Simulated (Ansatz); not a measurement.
# A computed series for Mg2Sn: pressure series

Take Mg$_{2}$Sn (space group Fm-3m, No. 225) as the base.

```
CELL_PARAMETERS angstrom
      0.00000     3.37289     3.37289
      3.37289     0.00000     3.37289
      3.37289     3.37289     0.00000
ATOMIC_POSITIONS crystal
  Mg 0.25000 0.25000 0.25000
  Mg 0.75000 0.75000 0.75000
  Sn 0.00000 0.00000 0.00000
```

Cell and atoms are relaxed at each pressure.

Level of theory: DFT with PBEsol, PAW potentials and a 420 eV plane-wave cutoff in Ansatz (a first-principles code), spin-orbit coupling left out.

```tsv
pressure (GPa)	volume per atom (Å³/atom)
-2	26.930
-1	26.215
0	25.581
0.9	25.087
2.1	24.491
4.5	?
9	22.004
22.5	19.229
30	18.202
```

Question: Fit the third-order Birch–Murnaghan form P(V) = (3B₀/2)[(V₀/V)^(7/3) − (V₀/V)^(5/3)]·[1 + (3/4)(B₀′ − 4)((V₀/V)^(2/3) − 1)] (squares taken in P) to the rows shown and predict the withheld row.

Answer: Least squares on the printed values gives V₀ = 25.590 Å³/atom, B₀ = 43.8 GPa, B₀′ = 4.1; this predicts 23.477 Å³/atom, and the run gives 23.472 Å³/atom, 0.005 lower.

Load acts through the strain it causes; cell and atoms are relaxed under it. Stability against distortions was not tested. Competing high-pressure phases were not computed.
